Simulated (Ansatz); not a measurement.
Abridged Ansatz (a program for electronic structure) output:

```
Relaxation: its limit of steps is 60 (relax.max_steps)
Pseudopotential: Pb, paw, valence charge 14
Pseudopotential: F, paw, valence charge 7
Crystal: 3 atoms, lattice volume = 52.459 Å³
Basis set: ecut = 420 eV, 965 PW (Γ), exchange–correlation on 60×60×60 points (8 copies of the dense FFT grid, shifted against one another)
Bands: 18, of which v1, the nominal top of the filled ones, is band 14 counted from 1 (13 counted from 0)
Symmetry: 48 space group operations
k-points: 47 of 1000
Functional: x = pbe(κ = 0.804, μ = 0.2195149727645171), c = pbe(β = 0.06672455060314922)
SCF iter   1: F=—  HF=-13524.702577 eV  |F-HF|=—  |Δ(HF+E_count)|=         —  Δρ=4.71e-4  dr2=5.29e-5  ethr=1.77e-3  ⟨swp⟩=6.0  Hψ=4305  notcnv=0
SCF iter   2: F=—  HF=-13524.701755 eV  |F-HF|=—  |Δ(HF+E_count)|=   8.23e-4  Δρ=4.47e-4  dr2=4.41e-5  ethr=1.89e-7  ⟨swp⟩=3.2  Hψ=2314  notcnv=0
SCF 1 converged in 6 iterations: F = -13524.701827 eV  dr2 = 7.21e-9
relax step   1: F+E_penalty+E_count = -13524.70182723 eV  Δ(F+E_penalty+E_count) = +0.000e0 eV  max|allowed force component| = 1.388e-17 eV/Å  Δτ_max = 0.0000 Å  P = +2.094 GPa  Ω = 52.459 Å³  (6 SCF iters, dr2 threshold 1.00e-7 eV, accepted)
[... steps on the carried basis left out ...]
relax step   7: F+E_penalty+E_count = -13524.67103433 eV  Δ(F+E_penalty+E_count) = +2.434e-4 eV  max|allowed force component| = 6.168e-17 eV/Å  Δτ_max = 0.0000 Å  P = +4.489 GPa  Ω = 50.944 Å³  stress off target by 1.10e-2 GPa  SCF on the basis re-selected at this cell (its energy is not comparable with the rows above)  (5 SCF iters)
SCF converged after 5 iterations
Free energy (F): -13524.671034 eV
Internal energy: -13524.671034 eV  (E = F + TS)
E sigma→0 (E₀):  -13524.671034 eV
Fermi energy:    7.662591 eV
--- Forces (eV/Å), atoms counted from 1 ---
  atom   1  Pb    -0.00000000    -0.00000000    -0.00000000
  atom   2  F     -0.00000000    -0.00000000    -0.00000000
  atom   3  F      0.00000000     0.00000000     0.00000000
--- Stress (GPa, compression-positive) ---
        4.489028      -0.000000      -0.000000
       -0.000000       4.489028       0.000000
       -0.000000       0.000000       4.489028
  P = ⅓ Tr σ = 4.4890 GPa (44.890 kbar)
--- Relaxed structure (5 steps of the walk, 4 accepted, 2 SCFs on fresh bases) ---
  cell:  # Å, volume = 50.9438 Å³
    - [-2.0540718612323365e-34, 2.942301030660188, 2.942301030660188]
    - [2.942301030660188, 4.5699118024745345e-34, 2.942301030660188]
    - [2.942301030660188, 2.942301030660188, 5.095372032895588e-35]
  atoms:
    - { symbol: Pb, position: [-4.4338896707505656e-35, 2.8583958791133087e-35, 3.2635228541057457e-35] }
    - { symbol: F, position: [0.25, 0.25, 0.25] }
    - { symbol: F, position: [0.7499999999999999, 0.7499999999999999, 0.7499999999999999] }
```

### Question
What was computed, and what are the main results?

### Answer
PbF2, 3 atoms in the cell, with PBE (Ansatz, PAW, no spin-orbit coupling), from a series relaxed to a target (pressure 4.5 GPa). The last SCF converged to F = -13524.671034 eV, or -4508.2237 eV per atom, at a pressure of 4.49 GPa. The total energy compares only with runs of the same code, potentials and settings.

Spin-orbit coupling, missing from the scalar runs, can matter with Pb. Load acts through the strain it causes; cell and atoms are relaxed under it. Whether these cells are dynamically stable was not tested. The cell was made from PbF2 in the fluorite structure (space group Fm-3m, No. 225) by this change: pressure 4.5 GPa.

Keys are those of Ansatz 0.2.
